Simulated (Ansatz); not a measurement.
## (Ge)4/(Sn)2 zinc blende (001) superlattice on Ge

A (001) superlattice of 4 double layers of Ge and 2 of Sn (both in the zinc blende type), in-plane lattice that of Ge; the cell holds Ge8Sn4.

Calculation: PBE (plane waves to 420 eV, PAW; Ansatz, a first-principles code). Scalar-relativistic, without spin–orbit coupling. Its k-point mesh 8×8×2, Fermi–Dirac width 0.01 eV.

- period = 19.13 Å
- in-plane lattice vector = 4.078 Å
- strain of bulk Sn held on this lattice, in plane and along the normal = -13.39 %, then +19.23 %
- PBE gap of the superlattice over the mesh and listed points off it = closed, bands overlapping by 0.8 eV

```
SnGe2
1.0
    4.07765     0.00000     0.00000
    0.00000     4.07765     0.00000
    0.00000     0.00000    19.12549
Ge Sn
8 4
Direct
  0.00000   0.00000   0.00407
  0.50000   0.00000   0.07942
  0.50000   0.50000   0.15507
  0.00000   0.50000   0.23043
  0.00000   0.00000   0.30594
  0.50000   0.00000   0.38130
  0.50000   0.50000   0.45695
  0.00000   0.50000   0.53230
  0.00000   0.00000   0.61905
  0.50000   0.00000   0.71938
  0.50000   0.50000   0.81699
  0.00000   0.50000   0.91731
```
